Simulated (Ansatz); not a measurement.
Base system: C in the diamond structure (space group Fd-3m, No. 227; a = 3.532 Å).

Level of theory: LDA in Ansatz (plane waves to 420 eV, PAW, no spin-orbit coupling).

One change was made to it. Results:

```json
[
 {"quantity": "smallest direct gap", "base": "5.62 eV", "after": "5.71 eV"},
 {"quantity": "shortest interatomic distance", "base": "152.9 pm", "after": "151.4 pm"},
 {"quantity": "band gap", "base": "4.17 eV", "after": "4.25 eV"},
 {"quantity": "width of the top valence band", "base": "8.62 eV", "after": "8.89 eV"}
]
```

Q: Which change produced these results?
(A) pressure 4.5 GPa
(B) pressure 15 GPa
(C) pressure −1 GPa
(D) pressure 30 GPa
(E) pressure 2.1 GPa

A: B, pressure 15 GPa. For comparison, the band gap in the other runs: pressure 30 GPa gives 4.32 eV; pressure 4.5 GPa gives 4.20 eV; pressure 2.1 GPa gives 4.18 eV; pressure −1 GPa gives 4.17 eV.

Load acts through the strain it causes; cell and atoms are relaxed under it. Stability against distortions was not tested. Competing high-pressure phases were not computed.

Ansatz is a first-principles code.
